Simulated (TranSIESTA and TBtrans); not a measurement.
Junction: Sn chain with one S atom inserted. Leads: straight Sn chain, spacing 2.75 Å. Geometry: 3 atoms about the centre moved by SIESTA (PBE, DZP) to a largest force of 0.01 eV/Å, all others as built, motion along the axis alone. Transport runs along z; the first 4 and the last 4 of the 15 atoms are the lead cells, repeated to infinity.

```xyz
15
Lattice="9.000 0.000 0.000 0.000 9.000 0.000 0.000 0.000 40.600" Properties=species:S:1:pos:R:3 pbc="F F T"
Sn     4.500     4.500     0.000
Sn     4.500     4.500     2.750
Sn     4.500     4.500     5.500
Sn     4.500     4.500     8.250
Sn     4.500     4.500    11.000
Sn     4.500     4.500    13.750
Sn     4.500     4.500    16.515
S      4.500     4.500    18.924
Sn     4.500     4.500    21.335
Sn     4.500     4.500    24.100
Sn     4.500     4.500    26.850
Sn     4.500     4.500    29.600
Sn     4.500     4.500    32.350
Sn     4.500     4.500    35.100
Sn     4.500     4.500    37.850
```

Run with TranSIESTA and TBtrans (open boundaries, self-consistent; PseudoDojo norm-conserving potentials, scalar-relativistic): PAO.BasisSize DZP, PAO.EnergyShift 0.15 eV, XC.Authors PBE, Mesh.Cutoff 200 Ry, ElectronicTemperature 300 K, TS.Voltage 0.0 eV, TBT.Elecs.Eta 0.001 eV, no spin polarisation.

Energies count from the leads' Fermi level. Transmissions are for one spin of a degenerate pair. The energy step is 0.01 eV; narrower resonances are cut or missed.

| E (eV) | T |
|---|---|
| -0.20 | 2.13 |
| -0.15 | 2.18 |
| -0.10 | 2.22 |
| -0.05 | 2.25 |
| 0.00 | 2.27 |
| 0.05 | 2.28 |
| 0.10 | 2.29 |
| 0.15 | 2.28 |
| 0.20 | 2.28 |

Question: Give the zero-bias conductance in μS and the resistance at 300 K.

Answer: At the Fermi level T = 2.27. Averaged with −∂f/∂E over the full grid (kT = 25.9 meV) it is 2.26. With G0 = 2e²/h = 77.48 μS, G = 175 μS and R = 1/G = 5.71 kΩ.

Question: The eigenchannels at the Fermi level transmit 0.791, 0.738, 0.738. What Fano factor of the shot noise follows at low temperature and bias?

Answer: F = Σ τ(1 − τ)/Σ τ = 0.552/2.27 = 0.24.

The straight chain is held at its spacing; free chains may zigzag or dimerise. No spin-polarised start was tried, so a magnetic state, if there is one, is missed.
